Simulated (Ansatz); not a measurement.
Ag on the 1x1 (100) surface of monoclinic ZrO2 (cut with top plane 2 O), one in a 1x1 cell, energies for each (28.2 Å²). Energies are against an atom of fcc Ag, without zero-point or thermal terms; each row is named by its start.

Host crystal: monoclinic ZrO2, with a band gap (PBE, scalar-relativistic without spin-orbit coupling).

All values below come from PBE (plane waves to 420 eV, PAW; Ansatz, a quantum-chemistry and plane-wave program).

Slab: 25 atoms, 9.4 Å thick at the start under the adsorbate (thin: gaps and levels are the slab's own); k 4x4x1, smearing 0.01 eV, dipole-corrected; 12 atoms held, the rest relaxed; each run with such symmetry as its start has; spin-polarised, no spin-orbit, no U, no dispersion correction.

A negative adsorption energy means that the adsorbate is more stable on the surface than in its reference. Starts that drift may end in the same place. Heights count from the host atoms within 0.3 Å of the top one.

```csv
starting site,E_ads (eV),height (Å),nearest host atom (Å),bonded to,change of the vacuum step (eV),lateral drift (Å),moment (μB)
top O,1.80,0.94,O 2.35,O + 4 Zr,-0.66,2.7,1.0
over Zr at depth 1.1 Å,1.80,0.94,O 2.36,O + 4 Zr,-0.65,2.8,1.0
hollow O-O-O,1.80,0.95,O 2.36,O + 4 Zr,-0.65,0.7,1.0
hollow O-O-O over O at depth 6.9 Å,1.80,0.96,O 2.35,O + 4 Zr,-0.66,1.0,1.0
bridge O-O (span 5.2 Å),1.80,0.95,O 2.35,O + 4 Zr,-0.65,1.5,1.0
bridge O-O (span 5.4 Å),1.80,0.95,O 2.35,O + 4 Zr,-0.65,0.7,1.0
```
